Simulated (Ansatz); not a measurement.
Ta2O5 (within 0.1 Å of C2/m, No. 12, 7 atoms in the cell; start mp-1179062), treated with LDA (Ansatz, a program for electronic structure, plane waves, PAW).

Numerical settings: plane-wave cutoff 520 eV, 8×8×8 k mesh, Fermi–Dirac smearing 0.01 eV, scalar-relativistic PAW data made under PBE.

Cell (relaxed with PBEsol):

Ta2O5 has the monoclinic space group C2/m (No. 12), Pearson symbol mS14. Cell: a = 8.5583 Å, b = 6.7021 Å, c = 5.8200 Å, α = 90.00°, β = 131.30°, γ = 90.00°. Ta on 4i is surrounded by 4 O at 1.850–1.912 Å and 1 O at 2.069 Å (trigonal bipyramidal). O1 on 2d has 2 Ta at 1.912 Å (linear). O2 on 4e is coordinated by 2 Ta at 1.898 Å (linear). O3 on 4i is coordinated by 1 Ta at 1.850 Å and 1 Ta at 2.069 Å (bent). (Neighbours: up to the widest gap in distance over summed covalent radii, below 1.35, at either atom; cation-cation and far metal-metal contacts left out.)
(The calculation used a cell of 7 atoms; values per cell refer to that cell.)

Q: Estimate the band gap, smallest direct gap on the k points sampled and Γ–Γ gap that the calculation returns.

A: 
* **band gap**: 3.16 eV
* **smallest direct gap on the k points sampled**: 3.32 eV
* **Γ–Γ gap**: 3.49 eV

Note: cell and atoms aren't relaxed at this level (largest force component 0.34 eV/Å, pressure -3.4 GPa).

Spin–orbit coupling is not included.

The computed numbers hold no vibrational or temperature effects.

Computing time: roughly 110 core-seconds.

A start named mp-… is a Materials Project structure, which need not be a measured phase.
